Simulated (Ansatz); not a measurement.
```
CELL_PARAMETERS angstrom
      4.11749     0.00000     0.00000
     -2.05875     3.56586     0.00000
      0.00000     0.00000     7.05621
ATOMIC_POSITIONS crystal
  In 0.33333 0.66667 0.00342
  In 0.66667 0.33333 0.50342
  P  0.33333 0.66667 0.37158
  P  0.66667 0.33333 0.87158
```

These are r2SCAN with spin-orbit coupling, rigid bands (plane waves, PAW; Ansatz, a first-principles code) values and carry that method's errors. Condition of this run: uniaxial stress along c of -4 GPa (compression positive) (the target of the relaxation). Cell: cell and atoms relaxed with PBEsol, then loaded as said.

**Question.** What conductivity effective mass do dilute electrons have at 300 K?

**Answer.** 0.095 (x), 0.095 (y), 0.069 (z) mₑ.

**Question.** What conductivity effective mass do dilute holes have at 300 K?

**Answer.** 0.60 (x), 0.60 (y), 1.18 (z) mₑ.

**Question.** And the band gap?

**Answer.** 0.84 eV at this level; semilocal functionals usually fall short of the measured gap.

Rigid bands, one relaxation time for all states, no polarons. Geometry: cell and atoms relaxed with PBEsol.
